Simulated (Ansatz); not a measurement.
# Short convergence ladders for ScGe (Cm, 4 atoms in the cell)

```
ScGe
1.0
    2.01086    -5.06599     0.00000
    2.01086     5.06599     0.00000
    0.00000     0.00000     3.78627
Sc Ge
2 2
Cartesian
  2.01086  -3.67801   2.88971
  2.01086   3.67801   0.94657
  2.01086  -0.90691   2.83971
  2.01086   0.90691   0.94657
```

Base method: PBEsol, default PAW files made with PBE (plane waves; Ansatz, a program for electronic structure).

Base settings: basis.ecutwfc = 420 eV; kpoints.mp_grid.grid = 5 5 5; hamiltonian.xc = pbesol; hamiltonian.pseudopotentials = {kind: paw} (the program's default PAW files); scf.occupations.method = gaussian; scf.occupations.width = 0.1 eV.

The count of work is k-points × plane waves × bands × iterations; it is no time. 

**The cutoff for other potential files**

Level: DFT, PBEsol, plane waves, harder PAW files (source: ansatz) made with PBE.

In this ladder: hamiltonian.pseudopotentials = {kind: paw, source: ansatz}.

The second cell is the first with its lattice scaled by 0.98.

The mesh stays at the base's, so the ladder's end is converged at best in this setting alone.

The first pressure column holds Ansatz's estimate of the finite-basis (Pulay) stress, which hides part of the cutoff error; the other is without it.

Only quantities that move along the ladder and can be compared are tabulated.

| basis.ecutwfc | free energy less the last step's (meV/atom) | energy of the compressed cell less the first (meV/atom) | pressure (GPa) | pressure without the Pulay estimate (GPa) | largest difference of a force vector from the last step's (eV/Å) | count of work / last |
|---|---|---|---|---|---|---|
| 370 eV | 8296.86 | 17.50 | -5.15 | -283.16 | 0.058 | 0.11 |
| 450 eV | 2068.57 | 5.49 | -3.54 | -99.18 | 0.060 | 0.14 |
| 575 eV | 144.16 | -5.16 | -3.39 | -14.77 | 0.005 | 0.21 |
| 695 eV | 3.99 | -4.48 | -3.39 | -3.93 | 0.001 | 0.27 |
| 820 eV | 0.41 | -4.51 | -3.39 | -3.40 | 0.000 | 0.32 |
| 985 eV | 0.24 | -4.52 | -3.40 | -3.40 | 0.000 | 0.47 |
| 1230 eV | 0.11 | -4.52 | -3.39 | -3.40 | 0.000 | 0.65 |
| 1640 eV | 0.00 | -4.51 | -3.39 | -3.40 | 0.000 | 1.0 |

Coarsest basis.ecutwfc that holds the forces within 0.02 eV/Å of the last step, with all finer ones: 575 eV, at 0.21 of the last step's count of work; the step before is off by 0.060 eV/Å.

Coarsest basis.ecutwfc that holds the pressure without the Pulay estimate within 0.5 GPa of the last step, with all finer ones: 820 eV, at 0.32 of the last step's count of work; the step before is off by 0.54 GPa.

Coarsest basis.ecutwfc that holds the free energy within 2 meV/atom of the last step, with all finer ones: 820 eV, at 0.32 of the last step's count of work; the step before is off by 4.0 meV/atom.

The energy difference between the two cells stays within 1 meV/atom of the last step's from 575 eV on, the total only from 820 eV on: much of the error is common to both cells and cancels.

At the lowest cutoff the pressure without the Pulay estimate lies 280 GPa under the last step's, the usual sign of Pulay stress in an incomplete plane-wave basis.

**The density cutoff**

The second cell is the first with its lattice scaled by 0.98.

The mesh stays at the base's, so the ladder's end is converged at best in this setting alone.

Only quantities that move along the ladder and can be compared are tabulated.

| basis.ecutrho_ratio | free energy less the last step's (meV/atom) | energy of the compressed cell less the first (meV/atom) | pressure (GPa) | largest difference of a force vector from the last step's (eV/Å) |
|---|---|---|---|---|
| 2 | -14.81 | -4.31 | -2.70 | 0.008 |
| 3 | -0.30 | -4.74 | -3.41 | 0.000 |
| 4 | -0.01 | -4.75 | -3.42 | 0.000 |
| 5 | 0.00 | -4.75 | -3.42 | 0.000 |
| 6 | 0.00 | -4.75 | -3.42 | 0.000 |
| 8 | 0.00 | -4.75 | -3.42 | 0.000 |
| 10 | 0.00 | -4.75 | -3.42 | 0.000 |
| 12 | 0.00 | -4.75 | -3.42 | 0.000 |
| 16 | 0.00 | -4.75 | -3.42 | 0.000 |

Coarsest basis.ecutrho_ratio that holds the forces within 0.005 eV/Å of the last step, with all finer ones: 3; the step before is off by 0.008 eV/Å.

Coarsest basis.ecutrho_ratio that holds the free energy within 0.5 meV/atom of the last step, with all finer ones: 3; the step before is off by 15 meV/atom.

Coarsest basis.ecutrho_ratio that holds the energy of the compressed cell less the first within 0.2 meV/atom of the last step, with all finer ones: 3; the step before is off by 0.44 meV/atom.

The energy difference between the two cells stays within 1 meV/atom of the last step's from 2 on, the total only from 3 on: much of the error is common to both cells and cancels.

**The relaxed cell against the cutoff**

On ScGe (Cmcm, 4 atoms in the cell): atoms on their sites.

In this ladder: relax = cell and atoms.

The mesh stays at the base's, so the ladder's end is converged at best in this setting alone.

Only quantities that move along the ladder and can be compared are tabulated.

| basis.ecutwfc | relaxed volume (Å³/atom) | relaxation steps |
|---|---|---|
| 210 eV | 18.745 | 101 |
| 250 eV | 18.646 | 35 |
| 295 eV | 18.569 | 14 |
| 355 eV | 18.573 | 9 |
| 420 eV | 18.570 | 6 |
| 505 eV | 18.571 | 6 |
| 630 eV | 18.570 | 6 |
| 840 eV | 18.570 | 6 |

Coarsest basis.ecutwfc that holds the relaxed volume within 0.019 Å³/atom of the last step, with all finer ones: 295 eV; the step before is off by 0.076 Å³/atom.

At the lowest cutoff the cell relaxes to a volume 0.9 % larger than at the highest. Ansatz relaxes on a stress corrected for the finite basis.

On the base run: the starting cell comes from a database of computed structures (which also holds hypothetical and non-ambient phases and stackings), without a prior relaxation at this level. Its lattice was rescaled by up to half a per cent. One atom was moved a little off its site on purpose. Without a gap this mesh is coarse (it stands for a supercell whose shortest vector is 19 Å).

Keys are those of Ansatz 0.2.
